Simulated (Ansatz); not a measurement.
## Response to strain in BP

Consider BP in the zinc blende structure (space group F-43m, No. 216).

```xyz
2
Lattice="0.0000 2.2683 2.2683 2.2683 0.0000 2.2683 2.2683 2.2683 0.0000" Properties=species:S:1:pos:R:3 pbc="T T T"
P      1.1341     1.1341     1.1341
B      0.0000     0.0000     0.0000
```

Cartesian axes are those of the cell as printed.

Strains are applied to the cell and any free atomic positions relax; under biaxial strain the out-of-plane vector relaxes too; under stress the whole cell relaxes.

The values are results of r2SCAN (Ansatz, a program for electronic structure, PAW, scalar-relativistic without spin-orbit coupling), not measurements.

```tsv
change	smallest direct gap	space group	volume per atom
base	3.60 eV	F-43m (No. 216)	11.67 Å³
biaxial strain +1.63 %, plane normal [001], relaxed out of plane	3.32 eV	I-4m2 (No. 119)	11.97 Å³
isotropic strain +0.54 %	3.58 eV	F-43m (No. 216)	11.86 Å³
isotropic strain +0.93 %	3.56 eV	F-43m (No. 216)	12.00 Å³
uniaxial strain ε_yy = −1.46 %	3.46 eV	I-4m2 (No. 119)	11.50 Å³
uniaxial strain ε_zz = −1.31 %	[?]	I-4m2 (No. 119)	11.52 Å³
uniaxial strain ε_zz = −0.58 %	[?]	I-4m2 (No. 119)	11.60 Å³
tensor shear ε_xy = −1.08 %	3.32 eV	Imm2 (No. 44)	11.67 Å³
uniaxial stress, 0.5 GPa compression along z	3.58 eV	I-4m2 (No. 119)	11.66 Å³
uniaxial stress, 1 GPa tension along z	3.58 eV	I-4m2 (No. 119)	11.69 Å³
```

Q: Some entries are withheld; estimate them.

A: 
- uniaxial strain ε_zz = −1.31 %, smallest direct gap: 3.48 eV
- uniaxial strain ε_zz = −0.58 %, smallest direct gap: 3.55 eV

Stability under load was not tested beyond the relaxation.
